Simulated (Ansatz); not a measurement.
**Several settings converged on a (100) slab of TiSe (cut from a parent of space group no. 194; 12 atoms in the cell)**

```xyz
12
Lattice="3.4394 0.0000 0.0000 0.0000 6.7854 0.0000 0.0000 0.0000 21.9430" Properties=species:S:1:pos:R:3 pbc="T T T"
Ti     0.8599     0.0000     7.9929
Ti     0.8599     3.3927     7.9929
Se     2.5796     1.6964     8.9858
Se     2.5796     5.0891     7.0000
Ti     2.5796     0.0000    10.9715
Ti     2.5796     3.3927    10.9715
Se     0.8599     1.6964    11.9644
Se     0.8599     5.0891     9.9787
Ti     0.8599     0.0000    13.9502
Ti     0.8599     3.3927    13.9502
Se     2.5796     1.6964    14.9430
Se     2.5796     5.0891    12.9573
```

Base method: PBEsol, default PAW files made with PBE (plane waves; Ansatz, a quantum-chemistry and plane-wave program).

Base settings: basis.ecutwfc = 420 eV; kpoints.mp_grid.grid = 5 3 1; hamiltonian.xc = pbesol; hamiltonian.pseudopotentials = {kind: paw} (the program's default PAW files); scf.occupations.method = gaussian; scf.occupations.width = 0.1 eV.

The count of work is k-points × plane waves × bands × iterations; it is no time. Core times come from one kind of shared machine, to one figure; runs under 30 s give none.

**The vacuum**

The mesh stays at the base's, so the ladder's end is converged at best in this setting alone.

Only quantities that move along the ladder and can be compared are tabulated.

| vacuum between outermost atoms (Å) | free energy less the last step's (meV/atom) | largest difference of a force vector from the last step's (eV/Å) | count of work / last |
|---|---|---|---|
| 3.0 | -15.42 | 0.094 | 0.29 |
| 4.0 | -4.52 | 0.029 | 0.31 |
| 5.0 | -1.37 | 0.009 | 0.34 |
| 6.0 | -0.50 | 0.003 | 0.37 |
| 7.0 | -0.19 | 0.001 | 0.39 |
| 8.0 | -0.07 | 0.001 | 0.42 |
| 10.0 | -0.01 | 0.000 | 0.47 |
| 12.0 | -0.01 | 0.000 | 0.52 |
| 14.0 | 0.00 | 0.000 | 0.58 |
| 17.0 | 0.00 | 0.000 | 0.66 |
| 20.0 | 0.00 | 0.000 | 0.74 |
| 25.0 | 0.00 | 0.000 | 0.87 |
| 30.0 | 0.00 | 0.000 | 1.0 |

Smallest vacuum between outermost atoms (Å) that holds the forces within 0.01 eV/Å of the last step, with all finer ones: 5.0, at 0.34 of the last step's count of work; the step before is off by 0.029 eV/Å.

Smallest vacuum between outermost atoms (Å) that holds the free energy within 5 meV/atom of the last step, with all finer ones: 4.0, at 0.31 of the last step's count of work; the step before is off by 15 meV/atom.

**The k-point mesh**

Only quantities that move along the ladder and can be compared are tabulated.

```tsv
kpoints.mp_grid.grid	free energy less the last step's (meV/atom)	largest difference of a force vector from the last step's (eV/Å)	count of work / last	core time / last (rough)
2 1 1	40.48	0.669	0.024	–
3 2 1	-7.73	0.276	0.044	–
4 2 1	-0.54	0.169	0.066	–
5 3 1	0.69	0.045	0.066	–
6 3 1	-0.52	0.047	0.088	–
7 4 1	0.79	0.031	0.12	–
8 4 1	1.08	0.030	0.16	–
10 5 1	-0.33	0.007	0.20	0.2
11 6 1	-0.02	0.006	0.26	0.2
13 7 1	-0.02	0.004	0.31	0.3
15 8 1	0.01	0.001	0.44	0.4
18 9 1	-0.01	0.001	0.55	0.5
21 11 1	0.00	0.000	0.73	0.6
25 13 1	0.00	0.000	1.0	1
```

Coarsest kpoints.mp_grid.grid that holds the free energy within 2 meV/atom of the last step, with all finer ones: 4 2 1, at 0.066 of the last step's count of work; the step before is off by 7.7 meV/atom.

Coarsest kpoints.mp_grid.grid that holds the forces within 0.02 eV/Å of the last step, with all finer ones: 10 5 1, at 0.20 of the last step's count of work and about 0.2 of the last step's time; the step before is off by 0.030 eV/Å.

**The plane-wave cutoff**

The mesh stays at the base's, so the ladder's end is converged at best in this setting alone.

Only quantities that move along the ladder and can be compared are tabulated.

```csv
basis.ecutwfc,free energy less the last step's (meV/atom),largest difference of a force vector from the last step's (eV/Å),count of work / last
210 eV,3071.09,0.191,0.14
250 eV,709.95,0.070,0.16
295 eV,104.89,0.016,0.21
355 eV,5.02,0.002,0.28
420 eV,1.03,0.001,0.36
505 eV,0.50,0.000,0.47
630 eV,0.20,0.000,0.65
840 eV,0.00,0.000,1.0
```

Coarsest basis.ecutwfc that holds the free energy within 2 meV/atom of the last step, with all finer ones: 420 eV, at 0.36 of the last step's count of work; the step before is off by 5.0 meV/atom.

Coarsest basis.ecutwfc that holds the forces within 0.005 eV/Å of the last step, with all finer ones: 355 eV, at 0.28 of the last step's count of work; the step before is off by 0.016 eV/Å.

On the base run: the starting cell comes from a database of computed structures (which also holds hypothetical and non-ambient phases and stackings), without a prior relaxation at this level. The slab is cut from that crystal, and its faces are unrelaxed. Its lattice was rescaled by up to half a per cent. Spin polarisation is off, so a magnetic state, if there is one, cannot be reached. In the base run, forces exceed 1 eV/Å. Without a gap this mesh is coarse (it stands for a supercell whose shortest in-plane vector is 17 Å).

Keys are those of Ansatz 0.2.
